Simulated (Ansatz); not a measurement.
The starting structures come from a database of crystals and need not be the phases stable at ambient conditions.

By PBEsol, the system below comes out a metal.

Data:

```yaml
crystal:
  lattice:
    - [4.14266, 0.00000, 0.00000]
    - [0.00000, 5.45411, 0.00000]
    - [0.00000, 0.00000, 4.14266]
  atoms:
    - { symbol: La, position: [0.50000, 0.30478, 0.50000] }
    - { symbol: Si, position: [0.00000, 0.02668, 0.00000] }
    - { symbol: Pt, position: [0.00000, 0.80472, 0.50000] }
    - { symbol: Pt, position: [0.50000, 0.80472, 0.00000] }
    - { symbol: Pt, position: [0.00000, 0.45089, 0.00000] }
```

Space group of this cell: P4mm. The cell is taken as given; by PBEsol its mean pressure is -3.5 GPa.

The current flows along the normal of the first two printed cell vectors, the (100) plane of the conventional cell. No spin-orbit coupling; the value is a mean over 0.1 eV about the Fermi level.

**Question.** Estimate the ballistic conductance per area that PBEsol in Ansatz (an electronic-structure program) returns for this system.

**Answer.** 0.50 × 10¹⁵ S/m² for both spins.
